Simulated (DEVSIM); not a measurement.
Device: abrupt Si p-n junction, at 300 K.

```tsv
layer (left to right)	material	thickness (μm)	Nd (cm⁻³)	Na (cm⁻³)	τn (s)	τp (s)
1	Si	1.80	-	3.5e15	4e-7	4e-7
2	Si	300	8.6e16	-	4e-7	4e-7
```

Left contact: ohmic. Right contact: ohmic. Voltage is applied to the left contact. Recombination: SRH at mid-gap, Auger. Mobility is constant in doping.

Constants are typed, rounded textbook-type inputs, not results; the design itself was drawn at random and stands for no fabricated device. Values at 300 K.

| parameter | Si |
|---|---|
| gap (eV) | 1.124 |
| affinity (eV) | 4.05 |
| permittivity | 11.7 |
| Nc (cm⁻³) | 2.86e19 |
| Nv (cm⁻³) | 3.1e19 |
| μn (cm²/Vs) | 1417 |
| μp (cm²/Vs) | 470 |
| Cn (cm⁶/s) | 2.8e-31 |
| Cp (cm⁶/s) | 9.9e-32 |

DEVSIM, 1D drift-diffusion, Boltzmann statistics, complete ionisation; no tunnelling, impact ionisation, image-force lowering or self-heating.

Q: Tabulate band edges, carrier densities and field at zero bias.

A: Energies count from the Fermi level of the right contact; mesh points crowd at the junctions.

| x (μm) | Ec (eV) | Ev (eV) | n (cm⁻³) | p (cm⁻³) | field (V/cm) |
|---|---|---|---|---|---|
| 0.000 | 0.889 | -0.235 | 33000 | 3.5e15 | ≈ 0 |
| 0.04744 | 0.889 | -0.235 | 33000 | 3.5e15 | ≈ 0 |
| 0.1778 | 0.889 | -0.235 | 33000 | 3.5e15 | ≈ 0 |
| 0.5670 | 0.889 | -0.235 | 33000 | 3.5e15 | ≈ 0 |
| 1.468 | 0.793 | -0.331 | 1400000 | 8.4e13 | -8800 |
| 1.698 | 0.449 | -0.675 | 8.2e11 | 1.4e8 | -21000 |
| 1.781 | 0.253 | -0.871 | 1.6e15 | 73000 | -26000 |
| 1.833 | 0.157 | -0.967 | 6.6e16 | 1800 | -4700 |
| 1.940 | 0.150 | -0.974 | 8.6e16 | 1400 | ≈ 0 |
| 2.268 | 0.150 | -0.974 | 8.6e16 | 1400 | ≈ 0 |
| 3.257 | 0.150 | -0.974 | 8.6e16 | 1400 | ≈ 0 |
| 7.956 | 0.150 | -0.974 | 8.6e16 | 1400 | ≈ 0 |
| 20.38 | 0.150 | -0.974 | 8.6e16 | 1400 | ≈ 0 |
| 57.78 | 0.150 | -0.974 | 8.6e16 | 1400 | ≈ 0 |
| 202.1 | 0.150 | -0.974 | 8.6e16 | 1400 | ≈ 0 |
| 268.7 | 0.150 | -0.974 | 8.6e16 | 1400 | ≈ 0 |
| 290.8 | 0.150 | -0.974 | 8.6e16 | 1400 | ≈ 0 |
| 298.0 | 0.150 | -0.974 | 8.6e16 | 1400 | ≈ 0 |
| 300.9 | 0.150 | -0.974 | 8.6e16 | 1400 | ≈ 0 |
| 301.5 | 0.150 | -0.974 | 8.6e16 | 1400 | ≈ 0 |
| 301.7 | 0.150 | -0.974 | 8.6e16 | 1400 | ≈ 0 |
| 301.8 | 0.150 | -0.974 | 8.6e16 | 1400 | ≈ 0 |
